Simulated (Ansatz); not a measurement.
The reference is Cu in the fcc (Cu type) structure (space group Fm-3m, No. 225; a = 3.5768 Å; relaxed with 0.1 eV smearing). Axes: x, y, z lie along the cube axes.

Structures relaxed with r2SCAN/PAW in Ansatz (a first-principles code), no SOC.

Base:

Simulated powder pattern, Cu Kα1, λ = 1.54056 Å (kinematic, ideal powder, no thermal factors, no anomalous dispersion; the 10 strongest lines at most, above 2 %, up to 2θ = 90°):

| 2θ (°) | I/Imax (%) | hkl |
|---|---|---|
| 43.80 | 100 | (111) |
| 51.03 | 47 | (200) |
| 75.05 | 26 | (220) |

After one change:

Simulated powder pattern, Cu Kα1, λ = 1.54056 Å (kinematic, ideal powder, no thermal factors, no anomalous dispersion; the 10 strongest lines at most, above 2 %, up to 2θ = 90°):

```csv
2θ (°),I/Imax (%)
43.40,35
44.28,100
51.33,63
74.92,18
76.17,17
```

### Question
Name the change that was made.
A. biaxial strain −0.42 %, plane normal [111], relaxed out of plane
B. biaxial strain −1.67 %, plane normal [111], relaxed out of plane
C. biaxial strain −1.25 %, plane normal [111], relaxed out of plane
D. biaxial strain −0.83 %, plane normal [111], relaxed out of plane

### Answer
C, biaxial strain −1.25 %, plane normal [111], relaxed out of plane. Its volume per atom is 11.25 Å³ against 11.44 Å³, and its space group is R-3m (No. 166).

No phonon test of stability was made. The final runs are not spin-polarised.
